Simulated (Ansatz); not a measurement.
## Functionals side by side, with their cost (level): CsSnI3 (Pm-3m, 5 atoms in the cell)

```
CELL_PARAMETERS angstrom
      6.27554     0.00000     0.00000
      0.00000     6.27554     0.00000
      0.00000     0.00000     6.27554
ATOMIC_POSITIONS crystal
  Cs 0.50000 0.50000 0.50000
  Sn 0.00000 0.00000 0.00000
  I  0.50000 0.00000 0.00000
  I  0.00000 0.50000 0.00000
  I  0.00000 0.00000 0.50000
```

Program: Ansatz (a first-principles code), PAW files made with PBE; each row names its functional.

Base settings: basis.ecutwfc = 420 eV; kpoints.mp_grid.grid = 3 3 3; hamiltonian.xc = pbe0; hamiltonian.pseudopotentials = {kind: paw} (the program's default PAW files); scf.occupations.method = fermi_dirac; scf.occupations.width = 0.02 eV.

Differences are taken from PBE0, a reference of convenience: it is no measurement, and no ranking of the functionals follows.

Core times come from one kind of shared machine and are given to one figure; runs under 30 s give none.

The starting cell comes from a database of computed structures (which also holds hypothetical and non-ambient phases and stackings), without a prior relaxation at this level. Its lattice was rescaled by a random factor within 2.5 % of one. Ansatz's pressure includes its estimate of the finite-basis (Pulay) stress. A gap is left out here, as mesh or smearing make it unsure.

```
level  pressure less reference (GPa)  core time / reference (rough)
-----  -----------------------------  -----------------------------
PBE                             0.35                              –
HSE06                           0.00                              1
PBE0                            0.00                              1
```

Keys are those of Ansatz 0.2.
